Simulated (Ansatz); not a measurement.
System: GeCl₂ (model structure, started from the CdI2 type, P-3m1, No. 164, 3 atoms in the cell). Method: LDA (PAW; Ansatz, an electronic-structure program).

Numerical settings: plane-wave cutoff 520 eV, 12×12×6 k mesh (along the axes of the cell as run), Fermi–Dirac smearing 0.01 eV, scalar-relativistic PAW data made under PBE.

Cell (relaxed with PBE-D3(BJ)):

```
CELL_PARAMETERS angstrom
      3.89380     0.00000     0.00000
     -1.94690     3.37213     0.00000
      0.00000     0.00000     5.94761
ATOMIC_POSITIONS crystal
  Ge 0.00000 0.00000 0.00000
  Cl 0.33333 0.66667 0.24948
  Cl 0.66667 0.33333 0.75052
```

Question: Predict the band gap, smallest direct gap on the k points sampled and Γ–Γ gap.

Answer: 
- band gap: 2.23 eV (indirect)
- smallest direct gap on the k points sampled: 2.52 eV
- Γ–Γ gap: 3.72 eV

Note: the relaxation could raise the start's symmetry but not lower it, so the cell can be a saddle point; cell and atoms aren't relaxed at this level (largest force component 0.29 eV/Å, pressure -2.8 GPa).

Spin–orbit coupling is not included.

Static lattice: no zero-point or thermal effects.

Computing time: about 23 core-seconds (a rough figure).

A model structure was made by putting elements into a prototype or built by hand; it is no filed structure, need not be a known phase, and can be a saddle point held by its symmetry.
